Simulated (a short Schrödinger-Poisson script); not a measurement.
System: symmetric double-gate stack, SiO2 on p-type Ge(111), at 77 K.

```csv
layer,material,thickness (nm),Na (cm⁻³)
1,SiO2,3.7,-
2,Ge,4,4e16
3,SiO2,3.7,-
```

Constants are typed, rounded textbook-type inputs, not results; the design itself was drawn at random and stands for no fabricated device. SiO2: permittivity 3.9, conduction-band edge (eV) 3.1, gap (eV) 9, electron mass (mₑ) 0.5. Ge: permittivity 16, conduction-band edge (eV) 0, gap (eV) 0.664, Nv at 300 K (cm⁻³) 6e18.

Channel valleys (confinement mass, in-plane density-of-states mass, number): L1 1.59, 0.08, 1; L3 0.09, 0.34, 3. At the gates, both at one voltage, the conduction-band edge of layer 1 lies 3.25 eV − eVg above the Fermi level of the channel. Gaps are held at their typed values at every temperature. Mesh 0.03 nm at interfaces.

From a short Schrödinger-Poisson script (our own, NumPy): 1D Poisson equation in equilibrium, electrons classical, Fermi-Dirac, parabolic valleys, classical holes, full ionisation, no traps, pinning or gate leakage.

The same stack at other levels of the model or other numerical settings:

| run | sheet density of all electrons at Vg = 2.4 V (cm⁻²) | sheet density of all electrons at Vg = 0.6 V (cm⁻²) | capacitance of both gates at Vg = 2.4 V (μF/cm²) | rough cost against the base |
|---|---|---|---|---|
| base | 2.42e13 | 4.66e12 | 1.75 | about 1 |
| electrons treated as classical, Boltzmann | 2.56e13 | 4.93e12 | 1.85 | 0.4 |
| electrons treated as quantum, Hartree | 2.19e13 | 3.87e12 | 1.68 | 4 |
| mesh six times as coarse | 2.40e13 | 4.64e12 | 1.74 | 0.6 |

The classical rows ignore confinement, and Boltzmann statistics overrate the density once the band edge passes the Fermi level.

Only the L valleys are kept; under strong confinement the Δ valleys of Ge fill too.
